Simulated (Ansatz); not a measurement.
```xyz
5
Lattice="4.1574 0.0000 0.0000 0.0000 4.1574 0.0000 0.0000 0.0000 4.1574" Properties=species:S:1:pos:R:3 pbc="T T T"
Ba     0.0000     0.0000     0.0000
Hf     2.0787     2.0787     2.0787
O      0.0000     2.0787     2.0787
O      2.0787     2.0787     0.0000
O      2.0787     0.0000     2.0787
```

Spin-orbit coupling is not included. The cell is fixed at its relaxed static size. Melting and transitions to other phases are not modelled.

Estimate each atom's mean-square displacement (sum over three axes) at 1000 K from path-integral sampling on the energy surface fitted in the stochastic self-consistent harmonic approximation in a 2×2×2 supercell, Ansatz (a program for electronic structure), PBEsol functional, plane-wave PAW.

Ba1 0.048 Å², Hf2 0.022 Å², O3 0.074 Å², O4 0.074 Å², O5 0.074 Å². Waves longer than the supercell are missing, so the values are low for an infinite crystal. Over all wave vectors of the supercell the softest harmonic mode is 35i cm⁻¹ at q = (0.50, 0.50, 0.50); the softest of the Hessian is 73 cm⁻¹ at q = (0.50, 0.50, 0.50) at 300 K (error under 1; the run's verdict: stable), 89 cm⁻¹ at q = (0.00, 0.50, 0.50) at 1000 K (error under 1; the run's verdict: stable). A stable verdict is local, and a supercell this small can stiffen soft modes, so the symmetric phase can look stable where the real crystal is distorted.
